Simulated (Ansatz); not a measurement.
The parent structure is PdGe in the rock salt structure (space group Fm-3m, No. 225; a = 5.1283 Å; a hypothetical phase, not in the database extracts checked). Axes: x, y, z lie along the cube axes.

The values are results of plane-wave PAW DFT at the PBEsol level (Ansatz, an electronic-structure program, 420 eV), spin-orbit coupling left out, not measurements.

Strains are applied to the cell and any free atomic positions relax; under biaxial strain the out-of-plane vector relaxes too; under stress the whole cell relaxes.

One change was made to it. Results:

| quantity | base | after |
|---|---|---|
| energy relative to the base (free energy F) | 0 meV/atom | +12 meV/atom |
| band gap | zero | zero |

### Question
Which change produced these results?
A. uniaxial stress, 2 GPa tension along z
B. uniaxial stress, 3 GPa tension along x
C. biaxial strain −2.99 %, plane normal [110], relaxed out of plane
D. isotropic strain −1.37 %
E. biaxial strain −2.21 %, plane normal [110], relaxed out of plane

### Answer
D, isotropic strain −1.37 %. For comparison, the energy relative to the base in the other runs: uniaxial stress, 3 GPa tension along x gives +4.2 meV/atom; uniaxial stress, 2 GPa tension along z gives +1.8 meV/atom; biaxial strain −2.99 %, plane normal [110], relaxed out of plane gives +5.0 meV/atom; biaxial strain −2.21 %, plane normal [110], relaxed out of plane gives +2.1 meV/atom.

Without a gap, meshes like the base's 16×16×16 leave anisotropic stresses uncertain by several tenths of a GPa, and small strain energies with them. Stability under load was not tested beyond the relaxation. The final runs are not spin-polarised.
